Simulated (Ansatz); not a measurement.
Cost and result by functional for the surface energy of the (010) surface of monoclinic HfO2 in its 1x1 cell (cut with top plane Hf, bottom plane Hf), outermost plane spacing 0.67 Å in the ideal cut, in Ansatz (plane waves, PAW). Single points on the PBE structure, on one kind of machine; costs are rough ratios of the slab run's core time (references not counted) to the cheapest single point. r2SCAN's cost holds its higher cutoff (500 against 420 eV). Differences are taken against r2SCAN for comparison alone: no measured value is at hand, so the table doesn't rank accuracy.

Slab: 30 atoms, Hf10O20, 12.6 Å thick at the start; k 5x5x1, smearing 0.025 eV, dipole-corrected; all atoms relaxed; held to the start's symmetry, so lower structures may exist; no spin, no spin-orbit, no U. These notes are the PBE run's.

```json
[
 {"functional": "PBEsol", "relative cost": "1", "surface energy (J/m²)": "2.57", "less r2SCAN (J/m²)": "-0.19"},
 {"functional": "LDA", "relative cost": "1", "surface energy (J/m²)": "2.78", "less r2SCAN (J/m²)": "0.02"},
 {"functional": "RPBE", "relative cost": "1", "surface energy (J/m²)": "2.16", "less r2SCAN (J/m²)": "-0.59"},
 {"functional": "r2SCAN", "relative cost": "2", "surface energy (J/m²)": "2.75", "less r2SCAN (J/m²)": "0.00"},
 {"functional": "PBE (the relaxed run's value)", "relative cost": "–", "surface energy (J/m²)": "2.39", "less r2SCAN (J/m²)": "-0.36"}
]
```

The values span 0.61 J/m², while the single points' costs differ by a factor of roughly 2. Differences are of unrounded values.

Ansatz is an electronic-structure program.
